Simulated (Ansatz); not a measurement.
Cells marked so need not be the phases stable at ambient conditions, and some may be hypothetical.

The gap is the functional's own, uncorrected, and κ follows it; spin-orbit coupling is left out. Mid-gap values are interpolated between the computed energies.

A. CsMgBr₃ (P6_3/mmc, not sure to be the ambient phase, 10 atoms a cell, 33.0 Å³ an atom), along the normal of (001)
B. Cs2KYF6 (Fm-3m, not sure to be the ambient phase, 10 atoms a cell, 22.3 Å³ an atom, -2 GPa at this level), along the normal of (110)
C. CdCO₃ (R-3c, not sure to be the ambient phase, 10 atoms a cell, 11.6 Å³ an atom), along the normal of (110)
D. Al$_{2}$HgTe$_{4}$ (I-4, not sure to be the ambient phase, 7 atoms a cell, 33.0 Å³ an atom), along the normal of (101)

Q: Order them by mid-gap decay constant of the slowest evanescent state (lowest first) at the level Ansatz (a quantum-chemistry and plane-wave program) with r2SCAN.

A: D (0.12 1/Å), A (0.32 1/Å), C (0.36 1/Å), B (0.51 1/Å)
